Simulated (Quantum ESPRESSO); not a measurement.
# Equation of state of rock-salt BaS (space group 225): energy against volume (Quantum ESPRESSO, PBEsol)

```xyz
2
Lattice="0.0000 3.1022 3.1022 3.1022 0.0000 3.1022 3.1022 3.1022 0.0000" Properties=species:S:1:pos:R:3 pbc="T T T"
Ba     0.0000     0.0000     0.0000
S      3.1022     3.1022     3.1022
```

Computed with PBEsol, GBRV 1.5 ultrasoft (PBESOL) pseudopotentials (plane waves; Quantum ESPRESSO). Settings: ecutwfc = 52 Ry; ecutrho = 260 Ry; occupations = smearing; smearing = fd; degauss = 0.000734986 Ry; potentials = {Ba: ba_pbesol_v1.uspp.F.UPF, S: s_pbesol_v1.4.uspp.F.UPF}; K_POINTS = automatic 9 9 9 0 0 0; conv_thr = 1e-10 Ry; mixing_beta = 0.4. The cell above is the first row's. The rows scale it uniformly. In all rows fractional positions and the k mesh are held. E is the free energy at the stated smearing, counted from the lowest row.

| V (Å^3/atom) | E (meV/atom) |
|---|---|
| 29.855 | 21.96 |
| 30.504 | 9.92 |
| 31.153 | 2.77 |
| 31.803 | 0.00 |
| 32.452 | 1.14 |
| 33.101 | 5.78 |
| 33.750 | 13.54 |
| 34.399 | 24.09 |
| 35.048 | ? |

Question: Fit E against V with the third-order Birch-Murnaghan form, a cubic in V^(-2/3), and predict the withheld value at V = 35.048.

Answer: With u = V^(-2/3) - 0.0991, the rows have u = 0.0048095, 0.0033304, 0.0019028, 0.0005219, -0.0008108, -0.0020998, -0.0033473, -0.0045555. Least squares gives E = 0.002 - 555.4·u + 1051460·u² + 2768876·u³. Residuals (row less fit): 0.000, 0.003, -0.001, 0.001, -0.002, 0.001, 0.002, -0.001; standard error 0.002 (degrees of freedom: 4). Its minimum lies at u = 0.0002638, so V0 = (0.0993638)^(-3/2) = 31.93. There d²E/du² = 2107000 and d³E/du³ = 1.661e7, so B0 = (4/9) × 31.93^(-7/3) × 2107000 × 0.160218 = 46.4 GPa (the last factor turns the table's units into GPa), and B0' = 4 + (2/3) × 0.0993638 × (1.661e7)/2107000 = 4.5. The program's pressures in the fitted runs (not shown) pass through zero at V = 31.92, 0.03 % from this V0. At the withheld row, u = -0.0057263, so E = 0.002 - 555.4 × (-0.0057263) + 1051460 × (-0.0057263)² + 2768876 × (-0.0057263)³ = 37.140 meV/atom. The calculation gives 37.14 meV/atom, which the fit meets to the printed digits. The row lies outside the fitted rows, so this is an extrapolation. From the scatter of the fitted rows alone, a prediction at this place has a standard error of 0.006 meV/atom, so the miss is 0.0 times that.

Carrying the step between the two nearest rows on in a straight line would have given 34.64, off by 2.50; series whose last step already gives the withheld value aren't shown. The scan was laid around a cell of about the measured size, scaled by a guess for this functional. The runs keep the symmetry of the cell, so they don't test it for distortions. Spin-orbit coupling is off. Cutoffs and mesh are single choices, not tested for convergence of this quantity. Series with a scatter that would blur these digits, or in which a gap closes, are not shown. Nor are scans whose minimum lies at an end fitted in this form.
